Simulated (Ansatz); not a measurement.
PdGeS3 (C2/m, No. 12, 10 atoms in the cell; start mp-541785) was calculated with r²SCAN (PAW; Ansatz, an electronic-structure program).

Settings: plane-wave cutoff 560 eV, 10×10×4 k mesh (along the axes of the cell as run), Fermi–Dirac smearing 0.01 eV, scalar-relativistic PAW data made under PBE.

Cell (relaxed with PBE-D3(BJ)):

PdGeS3 is modelled in the monoclinic space group C2/m (No. 12), Pearson symbol mS20. Cell: a = 14.091 Å, b = 3.478 Å, c = 8.952 Å, α = 90.00°, β = 106.92°, γ = 90.00°. Ge on 4i is surrounded by 4 S at 2.245–2.252 Å (tetrahedral). Pd on 4i sees 4 S at 2.334–2.342 Å (square planar). S1 on 4i is surrounded by 2 Ge at 2.245 Å (bent). S2 on 4i is surrounded by 1 Ge at 2.252 Å and 2 Pd at 2.342 Å (trigonal pyramidal). S3 on 4i has 1 Ge at 2.250 Å and 2 Pd at 2.334 Å (trigonal pyramidal). (Neighbours: up to the widest gap in distance over summed covalent radii, below 1.35, at either atom; cation-cation and far metal-metal contacts left out.)
(The calculation used a cell of 10 atoms; values per cell refer to that cell.)

Problem. Give the computed band gap, smallest direct gap on the k points sampled and direct gap at Γ.

Solution. 
- band gap = 1.28 eV
- smallest direct gap on the k points sampled = 1.61 eV
- direct gap at Γ = 2.34 eV

Note: cell and atoms aren't relaxed at this level (largest force component 0.36 eV/Å, pressure 0.4 GPa).

Spin–orbit coupling is not included.

Static lattice: no zero-point or thermal effects.

A start named mp-… is a Materials Project structure, which need not be a measured phase.
